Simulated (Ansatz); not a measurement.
N on the 1x1 (111) surface of fcc Cu, one in a 2x2 cell, energies for each (22.8 Å²). Energies are against ½ N2(g), without zero-point or thermal terms; each row is named by its start.

These are PBE (plane waves to 420 eV, PAW; Ansatz, an electronic-structure program) values and carry that method's errors.

Set-up: 17 atoms, 6.2 Å thick at the start under the adsorbate (thin: gaps and levels are the slab's own); mesh 6x6x1; 0.1 eV smearing; dipole correction on; 8 atoms held, the rest relaxed; each run with such symmetry as its start has; spin-polarised, no spin-orbit, no U, no dispersion correction.

A negative adsorption energy means that the adsorbate is more stable on the surface than in its reference. Heights count from the host atoms within 0.3 Å of the top one.

```csv
starting site,E_ads (eV),height (Å),nearest host atom (Å),bonded to,Δ work function (eV),lateral drift (Å),moment (μB)
top Cu,3.71,1.68,Cu 1.74,Cu,1.56,0.0,1.3
hollow Cu-Cu-Cu over Cu at depth 2.1 Å,1.60,1.03,Cu 1.83,3 Cu,1.02,0.0,0.0
hollow Cu-Cu-Cu over Cu at depth 4.1 Å,1.47,1.03,Cu 1.83,3 Cu,1.03,0.0,0.0
bridge Cu-Cu (span 2.6 Å),1.47,1.02,Cu 1.83,3 Cu,1.02,0.7,0.0
```
